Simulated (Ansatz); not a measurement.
**Pressure series in ZnGeP2**

Base system: ZnGeP$_{2}$ in the chalcopyrite structure (space group I-42d, No. 122).

```
CELL_PARAMETERS angstrom
     -2.71213     2.71213     5.35485
      2.71213    -2.71213     5.35485
      2.71213     2.71213    -5.35485
ATOMIC_POSITIONS crystal
  Zn 0.00000 0.00000 0.00000
  Zn 0.75000 0.25000 0.50000
  Ge 0.50000 0.50000 0.00000
  Ge 0.25000 0.75000 0.50000
  P  0.87500 0.87334 0.49834
  P  0.12666 0.62500 0.00166
  P  0.37500 0.37666 0.50166
  P  0.62334 0.12500 0.99834
```

Cell and atoms are relaxed at each pressure.

Method: PBEsol/PAW in Ansatz (a program for electronic structure), no spin-orbit coupling.

Candidates:
(a) pressure −1 GPa
(b) pressure 0.9 GPa
(c) pressure 22.5 GPa
(d) pressure 15 GPa
(e) pressure 2.1 GPa

Before the change:

- Smallest direct gap = 1.24 eV

Task: Order them by smallest direct gap, lowest first.

Result: (c) pressure 22.5 GPa (0.78 eV), (d) pressure 15 GPa (0.91 eV), (e) pressure 2.1 GPa (1.19 eV), (b) pressure 0.9 GPa (1.22 eV), (a) pressure −1 GPa (1.27 eV)

Load acts through the strain it causes; cell and atoms are relaxed under it. Whether these cells are dynamically stable was not tested. No other phases were tried under pressure.
